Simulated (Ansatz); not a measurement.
System: CaO (P6₃/mmc, No. 194, 4 atoms in the cell; start mp-545512; another space group than a measured phase of this formula). Method: r²SCAN in Ansatz (plane waves, PAW).

Run with plane-wave cutoff 560 eV, 12×12×8 k mesh (along the axes of the cell as run), Fermi–Dirac smearing 0.01 eV, scalar-relativistic PAW data made under PBE.

Cell (relaxed at this level):

CaO is modelled in the hexagonal space group P6₃/mmc (No. 194), Pearson symbol hP4. Cell: a = b = 3.981 Å, c = 4.769 Å, α = β = 90.00°, γ = 120.00°. Ca on 2d is coordinated by 5 O at 2.298–2.385 Å (trigonal bipyramidal). O on 2c is coordinated by 5 Ca at 2.298–2.385 Å (trigonal bipyramidal). (Neighbours: up to the widest gap in distance over summed covalent radii, below 1.35, at either atom; cation-cation and far metal-metal contacts left out.)

Task: Estimate the band gap that the calculation returns.

Result: 
band gap: 3.63 eV (direct)

Computed values are for the static lattice.

Cost on a shared machine: about 24 core-seconds (a rough figure).

A start named mp-… is a Materials Project structure, which need not be a measured phase.

Ansatz is a quantum-chemistry and plane-wave program.
